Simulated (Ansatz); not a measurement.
```xyz
87
Lattice="3.6248 -0.0001 -0.0151 5.4370 9.0614 -0.1199 -0.1062 1.2359 25.8379" Properties=species:S:1:pos:R:3 pbc="T T T"
B      5.3680     9.0134     2.8225
B      1.7065     1.7242     2.9171
B      3.5521     3.5569     2.9009
B      5.3439     5.3668     2.8884
B      7.1457     7.1812     2.8454
B      7.3432     8.8255     1.0107
B      3.3496     1.8838     1.1040
B      5.4865     3.4123     1.1457
B      3.5038     5.3631     1.1081
B      5.2132     7.2553     1.1003
B      5.3643     9.0328     6.4566
B      1.7387     1.7825     6.5492
B      3.5518     3.5963     6.5231
B      5.3622     5.4097     6.4968
B      7.1742     7.2215     6.4695
B      7.1708     9.0129     4.6356
B      3.5420     1.7639     4.7288
B      5.3588     3.5723     4.7042
B      3.5420     5.3891     4.6967
B      5.3524     7.2047     4.6643
B      5.3849     9.0640    10.0875
B      1.7552     1.8172    10.1585
B      3.5670     3.6447    10.1317
B      5.3700     5.4576    10.1273
B      7.1889     7.2589    10.1082
B      7.1850     9.0487     8.2628
B      3.5594     1.8015     8.3513
B      5.3712     3.6187     8.3245
B      3.5558     5.4330     8.3165
B      5.3697     7.2408     8.2921
B      5.5986     9.4011    13.7299
B      1.5986     1.7227    13.6220
B      3.7604     3.7782    13.6512
B      5.1988     5.2662    13.7867
B      7.1911     7.2717    13.7494
B      7.2272     9.0820    11.9055
B      3.5634     1.8576    11.9291
B      1.7761     3.6484    11.9296
B      3.5436     5.4724    11.9600
B      5.3809     7.2803    11.9605
N      2.6301     0.8274     2.0159
N      4.4327     2.6330     1.9841
N      2.6263     4.4698     1.9932
N      4.4283     6.2460     1.9659
N      6.2591     8.0868     1.9074
N      2.6419     0.8673     5.6499
N      4.4536     2.6793     5.6231
N      2.6410     4.4920     5.6126
N      4.4515     6.3065     5.5851
N      6.2660     8.1173     5.5565
N      0.8225     0.8471     3.8522
N      2.6322     2.6580     3.8102
N      4.4479     4.4715     3.7997
N      6.2529     6.2871     3.7693
N      8.0730     8.0989     3.7273
N      2.6597     0.8993     9.2727
N      4.4691     2.7202     9.2386
N      2.6533     4.5418     9.2335
N      4.4647     6.3489     9.2144
N      6.2823     8.1517     9.1879
N      0.8376     0.8854     7.4700
N      2.6490     2.6999     7.4415
N      4.4598     4.5148     7.4160
N      6.2716     6.3265     7.3896
N      8.0860     8.1357     7.3625
N      2.6979     0.9787    12.8746
N      4.4904     2.7630    12.7878
N      2.6547     4.5418    12.8673
N      4.4682     6.3785    12.8954
N      6.2982     8.1945    12.8889
N      0.8595     0.9140    11.0904
N      2.6652     2.7437    11.0249
N      4.4700     4.5655    11.0391
N      6.2789     6.3731    11.0374
N      4.4805     8.1648    11.0243
Y      1.5703     1.4098    16.0424
Y      3.4935     4.6907    15.9326
Y      5.4037     7.4820    15.6290
Y      3.4826     0.5830    18.9765
Y      5.3250     3.6395    18.9321
Y      7.1420     6.6755    18.8902
Y      1.6874     1.5840    21.7639
Y      3.4836     4.6449    21.8300
Y      5.3573     7.6360    21.7034
Y      5.3138     9.7840    24.8676
Y      1.6086     3.3802    24.9055
Y      5.1866     6.5538    25.1184
```

The first 75 atoms are the substrate (BN-zb), the rest the film (Y).

The numbers are results of PBE (plane waves to 420 eV, PAW; Ansatz, a first-principles code), not measurements. Spin–orbit coupling is left out; the runs are not spin-polarised; PBE gaps are too small against experiment. Its k-point mesh 8×3×1, Fermi–Dirac width 0.05 eV.

Describe the bonding at the interfaces and give the barriers.

A periodic stack without vacuum, hcp Y (0 0 1) on zinc-blende BN (0 0 1) (film strained to the substrate, started from cuts of the bulks and a machine-learned relaxation; slabs B40N35 and Y12, which can lie off the formulas): substrate slab B40N35, film Y12, surface cells [[0, -1], [5, 1]] and [[1, 0], [3, 3]], film strained by -4.6 and -0.9 %, outermost planes B/B and Y/Y as cut, which need not be the usual terminations and can put a slab off its formula.
The interface area comes out as 32.8 Å², the period is 25.85 Å and the heights between the nearest atoms of the two slabs at the two interfaces is 1.87 and 1.78 Å. The B–Y contacts across the interfaces within 1.22 times the sum of covalent radii is 22, mean 2.73 Å and the N–Y contacts across the interfaces within 1.22 times the sum of covalent radii is 7, mean 3.05 Å. The hole barrier (PBE) is 2.12 eV and the electron barrier (PBE) is 2.35 eV.
